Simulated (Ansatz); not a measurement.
Take ZrSi2 (space group Cmcm, No. 63) as the base.

```xyz
6
Lattice="1.8523 -7.3976 0.0000 1.8523 7.3976 0.0000 0.0000 0.0000 3.6790" Properties=species:S:1:pos:R:3 pbc="T T T"
Si     1.8523    -6.6114     2.7593
Si     1.8523     6.6114     0.9198
Si     1.8523     3.7020     2.7593
Si     1.8523    -3.7020     0.9198
Zr     1.8523    -1.5592     2.7593
Zr     1.8523     1.5592     0.9198
```

Cartesian axes are those of the cell as printed.

Level of theory: Kohn–Sham DFT with the PBE functional, run in Ansatz (an electronic-structure program) with PAW and 420 eV plane waves, without spin-orbit coupling, earlier PAW set.

Before the change:

```
Property           Result
---------------  --------
Pressure          0.0 GPa
Volume per atom  16.80 Å³
```

One thing is altered: biaxial strain −1.21 %, plane normal [001], relaxed out of plane (Cartesian); in-plane vectors clamped, the third vector and the atoms free.

### Question
What happens to the energy relative to the base?

### Answer
The energy grows by 3.8 meV/atom.

### Question
What happens to the pressure?

### Answer
The pressure (mean of the normal stresses, compression positive) goes from zero to 2.0 GPa.

### Question
Estimate the effect on the volume per atom.

### Answer
The volume per atom shrinks by 0.29 Å³ (16.80 Å³ → 16.51 Å³).

Without a gap, meshes like the base's 13×13×13 leave anisotropic stresses uncertain by several tenths of a GPa, and small strain energies with them. Whether these cells are dynamically stable was not tested. All final runs are without spin polarisation.
